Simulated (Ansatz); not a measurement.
Consider Ga2O3 in the corundum structure (space group R-3c, No. 167; a = 5.000 Å, c = 13.449 Å (hexagonal axes)).

Calculations: PBEsol in Ansatz (plane waves to 420 eV, PAW, no spin-orbit coupling).

One change was made to it. Results:

The lattice parameter a falls by 15.15 pm, from 500.0 pm to 484.9 pm; the c/a ratio falls by 0.0423 (2.690 → 2.647).

### Question
Name the change that was made.
(A) pressure −2 GPa
(B) pressure −1 GPa
(C) pressure 2.1 GPa
(D) pressure 30 GPa
(E) pressure 0.9 GPa

### Answer
D, pressure 30 GPa. For comparison, the lattice parameter a in the other runs: pressure −1 GPa gives 500.7 pm; pressure 2.1 GPa gives 498.7 pm; pressure −2 GPa gives 501.4 pm; pressure 0.9 GPa gives 499.4 pm.

Load acts through the strain it causes; cell and atoms are relaxed under it. No phonon test of stability was made. No other phases were tried under pressure.

Ansatz is a first-principles code.
